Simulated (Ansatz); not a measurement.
Consider ZnS in the wurtzite structure (space group P6_3mc, No. 186; a = 3.806 Å, c = 6.245 Å).

Level of theory: plane-wave PAW DFT at the r2SCAN level (Ansatz, an electronic-structure program, 500 eV), scalar-relativistic without spin-orbit coupling.

Before the change:

* **Gap between the host's bands**: 2.78 eV

Now apply this change: hole doping at 7.0×10^21 cm⁻³ (0.548 per cell), with a uniform compensating background at fixed cell and a 300 K Fermi–Dirac width.

**Question.** How does this affect the Fermi level from band edge?

**Answer.** The Fermi level relative to the doped band's edge (positive inside the band; to 0.05 eV) comes out as +0.60 eV.

**Question.** What happens to the gap between the host's bands?

**Answer.** The gap between the host's bands grows by 0.19 eV to 2.97 eV.

Charged cell with a jellium background: band edges are those of the host's band count, energies are not comparable with the neutral cell, and many-body gap narrowing is missing. Stability against distortions was not tested.
